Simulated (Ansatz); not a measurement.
Band structure of SrGe₂Ir₂ (I4/mmm, 5 atoms in the cell).

```
CELL_PARAMETERS angstrom
     -2.10214     2.10214     5.40077
      2.10214    -2.10214     5.40077
      2.10214     2.10214    -5.40077
ATOMIC_POSITIONS crystal
  Sr 0.00000 0.00000 0.00000
  Ge 0.36871 0.36871 0.00000
  Ge 0.63129 0.63129 0.00000
  Ir 0.25000 0.75000 0.50000
  Ir 0.75000 0.25000 0.50000
```

Method of the run: PBEsol, PAW files made with PBE (plane waves; Ansatz, a quantum-chemistry and plane-wave program).

Settings: basis.ecutwfc = 420 eV; kpoints.mp_grid.grid = 7 7 7; hamiltonian.xc = pbesol; hamiltonian.pseudopotentials = {kind: paw} (the program's default PAW files); scf.occupations.method = gaussian; scf.occupations.width = 0.136 eV; kpoints.band_path.npoints = 8.

The starting cell comes from a database of computed structures (which also holds hypothetical and non-ambient phases and stackings), without a prior relaxation at this level. Spin-orbit coupling is off. Spin polarisation is off.

Levels in eV from the Fermi level, bands 33 to 40:
```csv
point,33,34,35,36,37,38,39,40
Γ,-1.56,-0.93,-0.59,-0.59,0.45,0.73,3.05,3.05
X,-2.74,-1.42,-1.40,-1.07,-0.98,0.81,0.93,1.85
Y,-2.83,-1.84,-1.45,-0.85,-0.40,0.79,0.82,2.12
S,-2.49,-2.39,-2.22,0.41,0.58,1.13,3.24,3.41
Z,-0.93,-0.27,-0.27,0.45,0.55,1.70,2.20,4.25
S1,-2.49,-2.39,-2.22,0.41,0.58,1.13,3.24,3.41
N,-2.59,-2.56,-1.91,-0.91,1.07,1.99,2.18,3.58
P,-2.62,-1.42,-1.41,-1.04,-1.04,0.88,0.88,1.77
Y1,-2.83,-1.84,-1.45,-0.85,-0.40,0.79,0.82,2.12
```

Bands cross the Fermi level along this path, so the cell is metallic at this level.

Keys are those of Ansatz 0.2.
